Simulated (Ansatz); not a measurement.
# GaP (R-3m, No. 166, 4 atoms in the cell; start mp-1018275; a measured phase of this formula has another space group)

Computed with r²SCAN-D4 (plane waves, PAW; Ansatz, a quantum-chemistry and plane-wave program).

Settings: plane-wave cutoff 500 eV, 12×12×12 k mesh, gaussian smearing 0.02 eV, scalar-relativistic PAW data made under PBE.

Cell (relaxed at this level):

```cif
data_Ga6P6
_chemical_formula_sum 'Ga6 P6'
_space_group_name_H-M_alt 'R-3m :H'
_space_group_IT_number 166
_space_group_name_Hall '-R 3 2"'
_cell_length_a 3.82436
_cell_length_b 3.82436
_cell_length_c 19.04609
_cell_angle_alpha 90.000
_cell_angle_beta 90.000
_cell_angle_gamma 120.000
loop_
_atom_site_label
_atom_site_type_symbol
_atom_site_symmetry_multiplicity
_atom_site_Wyckoff_symbol
_atom_site_fract_x
_atom_site_fract_y
_atom_site_fract_z
_atom_site_occupancy
Ga1 Ga 6 c 0.00000 0.00000 0.43584 1
P1 P 6 c 0.00000 0.00000 0.05773 1
```
(The calculation used a cell of 4 atoms; values per cell refer to that cell.)

For GaP (R-3m, No. 166, 4 atoms in the cell; start mp-1018275; a measured phase of this formula has another space group), the band gap comes out as 1.01 eV (on the SCF k mesh).

Note: the relaxation could not lower the start's symmetry, so the cell can be a saddle point above a distorted one.

Spin–orbit coupling is not included.

The computed numbers hold no vibrational or temperature effects.

A start named mp-… is a Materials Project structure, which need not be a measured phase.
